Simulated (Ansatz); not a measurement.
This Ansatz (a program for electronic structure) input is the reference run, CsSnI3 in the cubic perovskite structure (space group Pm-3m, No. 221), computed with LDA (Ansatz, PAW, spin-orbit coupling left out):

Ansatz 0.2 input:
```yaml
crystal:
  lattice:
    - [6.0305106693, 0, 0]
    - [0, 6.0305106693, 0]
    - [0, 0, 6.0305106693]
  atoms:
    - { symbol: Cs, position: [0, 0, 0] }
    - { symbol: Sn, position: [0.5, 0.5, 0.5] }
    - { symbol: I, position: [0.5, 0, 0.5] }
    - { symbol: I, position: [0, 0.5, 0.5] }
    - { symbol: I, position: [0.5, 0.5, 0] }
basis: { ecutwfc: 420, ecutrho_ratio: 4, xc_grid: 2, fft_grid_basis: typed }
kpoints: { mp_grid: { grid: [8, 8, 8] } }
hamiltonian:
  xc: lda
  dispersion: none
  pseudopotentials: { kind: paw }
scf: { occupations: { method: fermi_dirac, width: 0.05 }, convergence: { dr2_threshold: 0.0000000005 } }
output: { forces: true, stress: true }
checkpoint: { write: state.ck, write_every: 1000 }
```

Write the input for this change: the cell is stretched by 1.80 % along z with no lateral relaxation; the atoms relax in the strained cell.


Ansatz 0.2 input:
```yaml
crystal:
  lattice:
    - [6.0305106693, 0, 0]
    - [0, 6.0305106693, 0]
    - [0, 0, 6.1390598613]
  atoms:
    - { symbol: Cs, position: [0, 0, 0] }
    - { symbol: Sn, position: [0.5, 0.5, 0.5] }
    - { symbol: I, position: [0.5, 0, 0.5] }
    - { symbol: I, position: [0, 0.5, 0.5] }
    - { symbol: I, position: [0.5, 0.5, 0] }
basis: { ecutwfc: 420, ecutrho_ratio: 4, xc_grid: 2, fft_grid_basis: typed }
kpoints: { mp_grid: { grid: [8, 8, 8] } }
hamiltonian:
  xc: lda
  dispersion: none
  pseudopotentials: { kind: paw }
scf: { occupations: { method: fermi_dirac, width: 0.05 }, convergence: { dr2_threshold: 0.0000000005 } }
relax: { f_tol: 0.005, max_steps: 50 }
output: { forces: true, stress: true }
checkpoint: { write: state.ck, write_every: 1000 }
```
This is the input that was run.

Whether these cells are dynamically stable was not tested. All final runs are without spin polarisation. Many cubic perovskites are stable only at high temperature; tilts and polar distortions were not tested.
